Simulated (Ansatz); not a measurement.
Functionals compared on CO on the 1x1 (100) surface of monoclinic ZrO2 (cut with top plane 2 O), one in a 1x1 cell, started at the site 'bridge O-O (span 5.4 Å)', in Ansatz (plane waves, PAW). The structure was relaxed with PBE; the other rows are single points on it, each with its references at the same level. Cutoff 420 eV (500 eV for r2SCAN). HSE06 used the coarser mesh 3x3x1.

Host crystal: monoclinic ZrO2, with a band gap (PBE, scalar-relativistic without spin-orbit coupling).

Slab: 26 atoms, 9.4 Å thick at the start under the adsorbate (thin: gaps and levels are the slab's own); k 4x4x1, smearing 0.01 eV, dipole-corrected; 12 atoms held, the rest relaxed; no symmetry held; no spin, no spin-orbit, no U, no dispersion correction. At the end it is bonded to Zr. In PBE it is, or lies within 0.03 eV of, the lowest of the starts that converged. These notes are the PBE run's. Adsorption energies are against CO(g). A negative adsorption energy means that the adsorbate is more stable on the surface than in its reference.

A dash marks a value that is undefined for that row or was read on another mesh.

```json
[
 {"functional": "PBE", "adsorption energy (eV)": "-0.46", "gap of the slab on its k-mesh (eV)": "3.15", "highest filled level below the top vacuum level (eV)": "6.48", "rough cost of the single point": "–"},
 {"functional": "RPBE", "adsorption energy (eV)": "-0.27", "gap of the slab on its k-mesh (eV)": "3.19", "highest filled level below the top vacuum level (eV)": "6.35", "rough cost of the single point": "about 80 core-seconds (a rough figure)"},
 {"functional": "r2SCAN", "adsorption energy (eV)": "…", "gap of the slab on its k-mesh (eV)": "…", "highest filled level below the top vacuum level (eV)": "…", "rough cost of the single point": "around 2.2 core-minutes (rough)"},
 {"functional": "HSE06", "adsorption energy (eV)": "-0.45", "gap of the slab on its k-mesh (eV)": "–", "highest filled level below the top vacuum level (eV)": "–", "rough cost of the single point": "roughly 30 core-minutes"}
]
```

Complete the blanks.


- r2SCAN, adsorption energy (eV): -0.58
- r2SCAN, gap of the slab on its k-mesh (eV): 3.59
- r2SCAN, highest filled level below the top vacuum level (eV): 6.85

Ansatz is a program for electronic structure.
